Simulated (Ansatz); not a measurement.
System: HfTeS (P3m1, No. 156, 3 atoms in the cell; start mp-1224272). Method: r²SCAN (PAW; Ansatz, an electronic-structure program).

Run with plane-wave cutoff 560 eV, 18×18×8 k mesh (along the axes of the cell as run), Fermi–Dirac smearing 0.05 eV, scalar-relativistic PAW data made under PBE.

Cell (relaxed at this level):

HfSTe is taken in the trigonal space group P3m1 (No. 156), Pearson symbol hP3. Lattice parameters: a = b = 3.8212 Å, c = 6.6472 Å, α = β = 90.00°, γ = 120.00°. Hf on 1b sees 3 S at 2.550 Å and 3 Te at 2.890 Å (octahedral). Te on 1a has 3 Hf at 2.890 Å (trigonal pyramidal). S on 1c is surrounded by 3 Hf at 2.550 Å (trigonal pyramidal). (Neighbours: up to the widest gap in distance over summed covalent radii, below 1.35, at either atom; cation-cation and far metal-metal contacts left out.)

Estimate the band gap and smallest direct gap on the k points sampled that the calculation returns.


- band gap = 0.17 eV
- smallest direct gap on the k points sampled = 0.86 eV

Note: the cell has widely spaced layers and the level no dispersion term, so their spacing and the moduli can rest on weak binding.

Spin–orbit coupling is not included; it can close the smallest gap of 0.17 eV.

Computed values are for the static lattice.

Cost on a shared machine: very roughly 3 core-minutes.

A start named mp-… is a Materials Project structure, which need not be a measured phase.
